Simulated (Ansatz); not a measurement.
# A computed series for Nb: response to strain

Take Nb in the bcc (W type) structure (space group Im-3m, No. 229; a = 3.304 Å; relaxed with 0.1 eV smearing) as the base. Axes: x, y, z lie along the cube axes.

Strains are applied to the cell and any free atomic positions relax; under biaxial strain the out-of-plane vector relaxes too.

Calculations: Kohn–Sham DFT with the r2SCAN functional, run in Ansatz (a quantum-chemistry and plane-wave program) with PAW and 500 eV plane waves, without spin-orbit coupling.

Notes on the quantities. energy relative to the base: free energy F.

```json
[
 {"change": "base", "volume per atom": "18.04 Å³", "energy relative to the base": "0 meV/atom"},
 {"change": "biaxial strain −3.00 %, plane normal [001], relaxed out of plane", "volume per atom": "17.53 Å³", "energy relative to the base": "+27 meV/atom"},
 {"change": "biaxial strain −2.50 %, plane normal [001], relaxed out of plane", "volume per atom": "17.62 Å³", "energy relative to the base": "+18 meV/atom"},
 {"change": "biaxial strain −2.00 %, plane normal [001], relaxed out of plane", "volume per atom": "17.70 Å³", "energy relative to the base": "+12 meV/atom"},
 {"change": "biaxial strain −1.50 %, plane normal [001], relaxed out of plane", "volume per atom": "17.79 Å³", "energy relative to the base": "+6.4 meV/atom"},
 {"change": "biaxial strain −1.00 %, plane normal [001], relaxed out of plane", "volume per atom": "17.87 Å³", "energy relative to the base": "+2.8 meV/atom"},
 {"change": "biaxial strain −0.50 %, plane normal [001], relaxed out of plane", "volume per atom": "17.96 Å³", "energy relative to the base": "+0.7 meV/atom"}
]
```

No phonon test of stability was made. All final runs are without spin polarisation.
